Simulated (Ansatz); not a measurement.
H interstitial in 4H silicon carbide (start: void with 3C3Si nearest; 96-site cell, 2×2×2 shifted sampling). All values below come from PBE, PAW (plane waves to 420 eV; Ansatz, a first-principles code). Total energies of the localised charge states, counted from that of charge +1, and their image corrections (point charge with alignment); the host's valence-band maximum lies at 9.362 eV on the cells' energy zero and its gap is 2.23 eV.

```csv
charge,moment (μB),E − E(first) (eV),correction (eV)
+1,not spin-polarised,0.000,0.211
0,1.0,11.253,0.001
−1,not spin-polarised,21.192,0.163
```

Problem. Derive the transition levels above the valence-band maximum and say which of them are thermodynamic.

Solution. A level is the Fermi energy at which two charges have equal formation energy: ε(q/q′) = [E(q′) + corr(q′) − E(q) − corr(q)] / (q − q′) − E_VBM.
ε(+1/0) = [(11.253 + 0.001) − (0.000 + 0.211)] / 1 − 9.362 = 1.68 eV
ε(0/−1) = [(21.192 + 0.163) − (11.253 + 0.001)] / 1 − 9.362 = 0.74 eV
Charge 0 lies above the lower envelope where its neighbours cross, so the level that counts is ε(+1/−1) = [(21.192 + 0.163) − (0.000 + 0.211)] / 2 − 9.362 = 1.21 eV.
Thermodynamic levels at least 0.1 eV inside the gap: (+1/−1) at 1.21 eV. They hold to tenths of an eV in this cell. Only the charges listed were compared. The geometries come from one start. Flagged in the runs: a host whose relaxation on this sampling wasn't shown to rest.
